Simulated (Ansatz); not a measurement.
GaSb: response to strain

Base system: GaSb in the zinc blende structure (space group F-43m, No. 216; a = 6.0488 Å).

Strains are applied to the cell and any free atomic positions relax.

All numbers come from LDA (Ansatz, a quantum-chemistry and plane-wave program; PAW; 420 eV plane waves; no spin-orbit coupling).

Notes on the quantities. energy relative to the base: free energy F.

| isotropic strain (%) | energy relative to the base (meV/atom) |
|---|---|
| -3 | 43.7 |
| -2 | 18.7 |
| -1.5 | 10.3 |
| -1 | 4.5 |
| -0.5 | 1.1 |
| 0 | 0.0 |
| 0.5 | ? |
| 1.5 | 9.2 |
| 2 | 16.0 |

### Question
Fit ΔE = Aε² + Bε³ (ε in %) to the rows shown and predict the withheld row.

### Answer
Least squares on the printed values gives A = 4.34 and B = -0.17 meV/atom (largest residual 0.0 meV/atom); this predicts 1.1 meV/atom, and the run gives 1.0 meV/atom, in agreement.

Stability against distortions was not tested. All final runs are without spin polarisation.
